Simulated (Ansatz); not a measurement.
Structure of amorphous In24O39Y2 (periodic cell):

```xyz
65
Lattice="9.7425 0.0000 0.0000 0.0000 9.7425 0.0000 0.0000 0.0000 9.7425" Properties=species:S:1:pos:R:3 pbc="T T T"
In     5.4552     4.8581     9.4675
In     9.5835     3.1187     6.6601
In     5.7668     5.2586     3.6159
In     6.6610     9.1236     7.9082
In     8.7142     9.3141     1.4848
In     2.0308     3.4857     8.9691
In     6.2556     1.4423     2.3623
In     7.7512     2.1584     9.2506
In     8.6952     5.3698     0.5525
In     1.8875     9.6205     2.8164
In     4.1063     1.1117     0.1398
In     3.7379     4.2689     6.2511
In     0.7530     0.3066     8.6317
In     2.7540     6.8618     4.4354
In     3.3915     2.8513     3.2183
In     2.8407     0.5932     6.3726
In     9.3014     6.7992     3.4205
In     2.1910     5.7475     1.3353
In     7.2395     6.1458     6.4490
In     9.5370     2.8754     3.0590
In     5.1650     8.9373     4.5625
In     3.9557     7.5986     8.0695
In     5.4431     7.6187     1.3486
In     6.2252     2.4727     5.5402
O      4.8029     9.1312     6.6552
O      1.5370     1.9105     3.5815
O      1.6960     4.0838     6.8732
O      2.6926     1.4096     8.4508
O      6.5970     0.6486     4.4583
O      5.8010     2.2456     0.4034
O      7.4617     4.2466     9.1412
O      3.5040     4.8388     4.0446
O      8.2907     1.8204     1.7440
O      7.4229     6.3572     4.3273
O      8.9274     5.1220     6.9850
O      7.9632     8.2419     6.5201
O      5.0418     9.0227     9.3982
O      5.6121     3.1271     3.4003
O      3.9792     2.2102     5.4998
O      1.9248     8.4176     7.7994
O      0.9645     5.4541     9.3809
O      3.8944     6.5246     0.2651
O      1.8359     7.3341     2.5715
O      0.6898     0.9297     6.4867
O      2.9784     9.1039     4.5998
O      9.7164     4.8132     2.3780
O      0.7558     6.7135     5.0953
O      9.5177     9.1077     3.5105
O      6.6384     9.1299     2.0733
O      4.0583     3.9135     8.3298
O      8.3309     9.7361     9.1488
O      0.0795     2.4916     8.7360
O      6.0205     6.7364     8.1222
O      6.2709     5.6507     1.5323
O      5.8634     4.5523     5.8158
O      2.7806     3.7143     1.2680
O      8.7769     7.2202     1.3933
O      1.0026     0.1082     0.9559
O      3.9142     0.8858     2.2401
O      4.7559     7.2533     3.4477
O      7.1720     1.5070     7.2020
O      8.5221     2.5674     4.9145
O      3.2518     6.3605     6.4897
Y      8.6998     0.1673     5.3371
Y      0.9972     6.3287     7.1834
```

Computed with PBE, scalar-relativistic without spin-orbit coupling (plane waves to 420 eV, PAW; Ansatz, an electronic-structure program).

The cell was made by melting and quenching with the CHGNet potential and then relaxed with DFT. O atoms were pushed apart under 1.9 Å during the dynamics, to hinder bonds among them. The hot cell started wider than the set density and was brought back towards it in steps. It is the lowest in DFT energy of 2 quenches. It is a model cell: composition and starting density were chosen by hand, and all elements were melted together. No dispersion term was used. Its density started from a set value of 6.39 and ended at 6.39 g/cm³. Cooling (nominally 330 K/ps over its main leg) ran many orders faster than in experiment, which tends to leave more defects and strain. One small periodic cell is one sample of the glass; other quenches scatter about these values. The volume was held where the preparation left it, at a PBE pressure of 1.6 GPa. Stress components on the final sampling reach 2.6 GPa. Cycles of charging lowered its energy after that relaxation.

Bonds are counted up to In-In 3.12 Å, In-O 2.76 Å, In-Y 3.43 Å, O-O 1.58 Å, O-Y 2.82 Å, Y-Y 3.74 Å. Two cations that share two anions don't count as bonded, nor two that share one unless they lie closer than In-In 3.04 Å, In-Y 3.34 Å, Y-Y 3.64 Å.

Question: Give the coordination numbers, mean bond lengths and angles.

Answer: 
```yaml
Mean coordination of In by anions: 5.54 (3 with 4, 5 with 5, 16 with 6)
Mean coordination of O: 3.72 (11 with 3, 28 with 4)
Mean coordination of Y by anions: 6.00 (2 with 6)
Mean In-O bond: 2.203 Å (spread 0.120 Å, 133 counted)
Mean O-Y bond: 2.322 Å (spread 0.165 Å, 12 counted)
Bond angle at In: mean 105.2°, spread 29.9°
Bond angle at O: mean 110.1°, spread 17.5°
Bond angle at Y: mean 101.5°, spread 29.5°
```

Question: List the pairs of like atoms that count as bonded by the rules above.

Answer: There are none by these rules.

Question: What Bader charges do the atoms carry, from a run on the zone centre alone?

Answer: Means (range): In +1.82 e (+1.76 to +1.86), O -1.23 e (-1.29 to -1.15), Y +2.18 e (+2.18 to +2.19).
| atom | charge (e) |
|---|---|
| In1 | +1.82 |
| In2 | +1.80 |
| In3 | +1.84 |
| In4 | +1.80 |
| In5 | +1.86 |
| In6 | +1.83 |
| In7 | +1.82 |
| In8 | +1.84 |
| In9 | +1.79 |
| In10 | +1.86 |
| In11 | +1.76 |
| In12 | +1.85 |
| In13 | +1.84 |
| In14 | +1.84 |
| In15 | +1.84 |
| In16 | +1.84 |
| In17 | +1.85 |
| In18 | +1.78 |
| In19 | +1.81 |
| In20 | +1.76 |
| In21 | +1.76 |
| In22 | +1.82 |
| In23 | +1.81 |
| In24 | +1.83 |
| O25 | -1.23 |
| O26 | -1.21 |
| O27 | -1.26 |
| O28 | -1.20 |
| O29 | -1.23 |
| O30 | -1.21 |
| O31 | -1.15 |
| O32 | -1.24 |
| O33 | -1.24 |
| O34 | -1.22 |
| O35 | -1.25 |
| O36 | -1.28 |
| O37 | -1.21 |
| O38 | -1.22 |
| O39 | -1.23 |
| O40 | -1.27 |
| O41 | -1.27 |
| O42 | -1.22 |
| O43 | -1.20 |
| O44 | -1.26 |
| O45 | -1.21 |
| O46 | -1.22 |
| O47 | -1.26 |
| O48 | -1.29 |
| O49 | -1.21 |
| O50 | -1.20 |
| O51 | -1.22 |
| O52 | -1.22 |
| O53 | -1.24 |
| O54 | -1.20 |
| O55 | -1.22 |
| O56 | -1.22 |
| O57 | -1.21 |
| O58 | -1.24 |
| O59 | -1.23 |
| O60 | -1.21 |
| O61 | -1.26 |
| O62 | -1.25 |
| O63 | -1.27 |
| Y64 | +2.18 |
| Y65 | +2.19 |
